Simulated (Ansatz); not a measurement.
Input:

```
CELL_PARAMETERS angstrom
      0.00000     2.39485     2.39485
      2.39485     0.00000     2.39485
      2.39485     2.39485     0.00000
ATOMIC_POSITIONS crystal
  Be 0.00000 0.00000 0.00000
  S  0.25000 0.25000 0.25000
```

No spin polarisation.

All numbers come from PBEsol, PAW, 420 eV (Ansatz, a first-principles code; no SOC). Settings: 12×12×12 k-points, 0.05 eV Fermi–Dirac smearing.

Task: Predict the band gap, electron mass and pressure.

Result: 
- Band gap = 2.84 eV
- Electron mass = 0.79 mₑ along k, 0.28 mₑ across (at X)
- Pressure = 3.10 GPa

The cells carry an imposed strain or load. Effective masses come from finite differences of ±0.01 Å⁻¹. Along k means along the line from Γ to the band edge. Stability against distortions was not tested. The cell was made from BeS in the zinc blende structure (space group F-43m, No. 216) by this change: isotropic strain −1.00 %.
